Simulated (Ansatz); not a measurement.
Antifluorite Be2C was calculated with B3LYP (VWN-RPA form) in Ansatz (PAW).

Settings: plane-wave cutoff 520 eV, 10×10×10 k mesh, finite displacements, scalar-relativistic PAW data made under PBE.

Computed at the level's own relaxed cell.

Be₂C is taken in the cubic space group Fm-3m (No. 225), Pearson symbol cF12. Conventional cell: a = b = c = 4.3180 Å, α = β = γ = 90.00°. Be on 8c is coordinated by 4 C at 1.870 Å and 6 Be at 2.159 Å. C on 4a sees 8 Be at 1.870 Å (cubic). (Neighbours: up to the widest gap in distance over summed covalent radii, below 1.35, at either atom; cation-cation and far metal-metal contacts left out.)
(The calculation used a cell of 3 atoms; values per cell refer to that cell.)

Harmonic phonon frequencies (cm⁻¹; i marks an imaginary mode; at Γ without the LO shift):

```json
[
 {"q point": "Γ", "frequencies": "0 0 0 624 624 624 699 699 699"},
 {"q point": "X", "frequencies": "393 393 410 629 629 711 711 807 980"},
 {"q point": "L", "frequencies": "436 436 602 602 617 648 648 814 831"}
]
```

No imaginary mode appears at these points.

Ansatz is a first-principles code.
